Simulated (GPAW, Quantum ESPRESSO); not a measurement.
A Quantum ESPRESSO input for a self-consistent single point of Mg2ZnP2 (P1, 5 atoms in the cell) (DFT, PBEsol, plane waves, SSSP 1.1.2 efficiency (PBE) pseudopotentials):

```fortran
&control
 calculation = 'scf',
 prefix = 'scf',
 outdir = './tmp/',
 pseudo_dir = './',
 tprnfor = .true.,
 tstress = .true.,
/
&system
 ibrav = 0,
 nat = 5,
 ntyp = 3,
 ecutwfc = 50,
 ecutrho = 400,
 occupations = 'fixed',
 nbnd = 21,
 input_dft = 'pbesol',
/
&electrons
 conv_thr = 1.0d-10,
 mixing_beta = 0.4,
/
ATOMIC_SPECIES
Mg    24.3050  Mg.pbe-n-kjpaw_psl.0.3.0.UPF
Zn    65.3800  Zn_pbe_v1.uspp.F.UPF
P     30.9738  P.pbe-n-rrkjus_psl.1.0.0.UPF
ATOMIC_POSITIONS crystal
Mg    0.6715780000    0.3436620000    0.6316700000
Mg    0.3470160000    0.6618240000    0.9929500000
Zn    0.0047830000    0.0061760000    0.3656740000
P    -0.0126110000   -0.0088650000    0.7680020000
P     0.6559010000    0.3305360000    0.2417030000
K_POINTS automatic
6 6 4  0 0 0
CELL_PARAMETERS angstrom
   4.1071960000     0.0000000000     0.0000000000
  -2.0535980000     3.5569370000     0.0000000000
   0.0000000000     0.0000000000     6.6956980000
```

Give the GPAW input for the same structure, mesh, smearing and functional.

This is the input that was run; spellings and numerical settings could be chosen otherwise.

```python
from ase import Atoms
from ase.units import GPa
from gpaw import GPAW, PW, FermiDirac

atoms = Atoms(['Mg', 'Mg', 'Zn', 'P', 'P'],
              cell=[[4.107196, 0.000000, 0.000000],
                    [-2.053598, 3.556937, 0.000000],
                    [0.000000, 0.000000, 6.695698]],
              scaled_positions=[[0.671578, 0.343662, 0.631670],
                                [0.347016, 0.661824, 0.992950],
                                [0.004783, 0.006176, 0.365674],
                                [-0.012611, -0.008865, 0.768002],
                                [0.655901, 0.330536, 0.241703]],
              pbc=True)

calc = GPAW(mode=PW(800),
            xc='PBEsol',
            kpts={'size': (6, 6, 4), 'gamma': True},
            occupations=FermiDirac(0.0),
            nbands=-4,
            convergence={'forces': 0.001, 'bands': -2},
            symmetry={'symmorphic': False, 'tolerance': 0.0005},
            maxiter=100)

atoms.calc = calc

energy = atoms.get_potential_energy()
print('Energy (eV):', round(energy, 6))
forces = atoms.get_forces()
print('Forces (eV/Ang):')
print(forces.round(5))
stress = atoms.get_stress()
print('Stress (GPa, Voigt):', (stress / GPa).round(4))
```

Basis, cutoffs, solver keys and any potentials are the target program's own. This input uses DFT PBEsol, plane waves, GPAW PAW datasets PBEsol (made by gpaw-setup).

The starting cell comes from a database of computed structures (which also holds hypothetical and non-ambient phases and stackings), without a prior relaxation at this level. Its lattice was rescaled by a random factor within 2.5 % of one. For this run, on top of that: atoms moved at random.
